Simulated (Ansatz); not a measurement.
LiF (model structure, F-43m, No. 216, 2 atoms in the cell), treated with dielectric-dependent PBEsol hybrid (Ansatz, a first-principles code, PAW).

Settings: plane-wave cutoff 460 eV, 10×10×10 k mesh, Fermi–Dirac smearing 0.01 eV, scalar-relativistic PAW data made under PBE.

Cell (relaxed with PBEsol):

Space group F-43m (No. 216); a = b = c = 4.3112 Å, α = β = γ = 90.00°

| atom | site | symmetry | x | y | z |
|---|---|---|---|---|---|
| Li | 4a | -43m | 0.0000 | 0.0000 | 0.0000 |
| F | 4d | -43m | 0.7500 | 0.7500 | 0.7500 |
(The calculation used a cell of 2 atoms; values per cell refer to that cell.)

### Question
What does this level give for the band gap?

### Answer

- band gap: 14.00 eV (on the SCF k mesh) (direct)

Note: the relaxation could raise the start's symmetry but not lower it, so the cell can be a saddle point; cell and atoms aren't relaxed at this level (pressure -3.3 GPa).

Static lattice: no zero-point or thermal effects.

Computing time: about 80 core-seconds (a rough figure).

A model structure was made by putting elements into a prototype or built by hand; it is no filed structure, need not be a known phase, and can be a saddle point held by its symmetry.
